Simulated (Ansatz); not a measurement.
Abridged Ansatz (an electronic-structure program) output:

```
Pseudopotential: Li, paw, valence charge 3
Pseudopotential: Nb, paw, valence charge 13
Pseudopotential: O, paw, valence charge 6
Crystal: 10 atoms, lattice volume = 105.216 Å³
Basis set: ecut = 420 eV, 2079 PW (Γ), exchange–correlation on 80×80×80 points (8 copies of the dense FFT grid, shifted against one another)
Bands: 44, of which v1, the nominal top of the filled ones, is band 34 counted from 1 (33 counted from 0)
Symmetry: 6 space group operations
k-points: 65 of 512 (time reversal used)
Functional: x = pbesol(κ = 0.804, μ = 0.12345679012345678), c = pbesol(β = 0.046)
SCF iter   1: F=—  HF=-12772.942271 eV  |F-HF|=—  |Δ(HF+E_count)|=         —  Δρ=1.73e-2  dr2=2.69e-1  ethr=1.77e-3  ⟨swp⟩=6.2  Hψ=11929  notcnv=0  defer=3
SCF iter   2: F=—  HF=-12772.887522 eV  |F-HF|=—  |Δ(HF+E_count)|=   5.47e-2  Δρ=5.32e-3  dr2=2.85e-2  ethr=3.95e-4  ⟨swp⟩=2.0  Hψ=4856  notcnv=0  defer=251
SCF 1 converged in 8 iterations: F = -12772.881851 eV  dr2 = 8.65e-10
SCF converged after 8 iterations
Free energy (F): -12772.881851 eV
Internal energy: -12772.881851 eV  (E = F + TS)
E sigma→0 (E₀):  -12772.881851 eV
Fermi energy:    9.021280 eV
--- Forces (eV/Å), atoms counted from 1 ---
  atom   1  Li    -0.00000000     0.00000000     0.00004627
  atom   2  Li     0.00000000     0.00000000     0.00004627
  atom   3  Nb     0.00000000     0.00000000     0.00032438
  atom   4  Nb     0.00000000     0.00000000     0.00032438
  atom   5  O     -0.00041815    -0.00005573    -0.00012175
  atom   6  O      0.00016081     0.00039000    -0.00012175
  atom   7  O      0.00025734    -0.00033427    -0.00012175
  atom   8  O     -0.00016081     0.00039000    -0.00012175
  atom   9  O      0.00041815    -0.00005573    -0.00012175
  atom  10  O     -0.00025734    -0.00033427    -0.00012175
--- Stress (GPa, compression-positive) ---
       -0.001003       0.000000       0.000000
        0.000000      -0.001003       0.000000
        0.000000       0.000000      -0.003521
  P = ⅓ Tr σ = -0.0018 GPa (-0.018 kbar)
```

Problem. What was computed, and what are the main results?

Solution. LiNbO3, 10 atoms in the cell, with PBEsol (Ansatz, PAW, no spin-orbit coupling). The last SCF converged to F = -12772.881851 eV, or -1277.2882 eV per atom, at a pressure of 0.00 GPa. The total energy compares only with runs of the same code, potentials and settings.

Stability against distortions was not tested. The cell is LiNbO3 (space group R3c, No. 161).
